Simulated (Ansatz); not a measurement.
Mg2Sn: response to strain

Consider Mg$_{2}$Sn (space group Fm-3m, No. 225; relaxed with 0.1 eV smearing).

```
CELL_PARAMETERS angstrom
      0.00000     3.37355     3.37355
      3.37355     0.00000     3.37355
      3.37355     3.37355     0.00000
ATOMIC_POSITIONS crystal
  Sn 0.00000 0.00000 0.00000
  Mg 0.25000 0.25000 0.25000
  Mg 0.75000 0.75000 0.75000
```

Cartesian axes are those of the cell as printed.

Strains are applied to the cell and any free atomic positions relax; under biaxial strain the out-of-plane vector relaxes too.

Method: PBEsol, PAW, 420 eV (Ansatz, a first-principles code; scalar-relativistic without spin-orbit coupling).

Candidates:
(a) biaxial strain +4.98 %, plane normal [111], relaxed out of plane
(b) strain tensor (xx, yy, zz, yz, xz, xy) = (−0.43, +1.47, +0.23, −0.87, −0.17, −1.72) %
(c) biaxial strain −3.56 %, plane normal [001], relaxed out of plane
(d) biaxial strain −1.11 %, plane normal [001], relaxed out of plane
(e) uniaxial strain ε_zz = −0.19 %

Notes on the quantities. energy relative to the base: free energy F.

### Question
Order them by energy relative to the base, lowest first.

### Answer
(e) uniaxial strain ε_zz = −0.19 % (0.0 meV/atom), (d) biaxial strain −1.11 %, plane normal [001], relaxed out of plane (+1.7 meV/atom), (b) strain tensor (xx, yy, zz, yz, xz, xy) = (−0.43, +1.47, +0.23, −0.87, −0.17, −1.72) % (+4.8 meV/atom), (c) biaxial strain −3.56 %, plane normal [001], relaxed out of plane (+18 meV/atom), (a) biaxial strain +4.98 %, plane normal [111], relaxed out of plane (+33 meV/atom)

Stability against distortions was not tested.
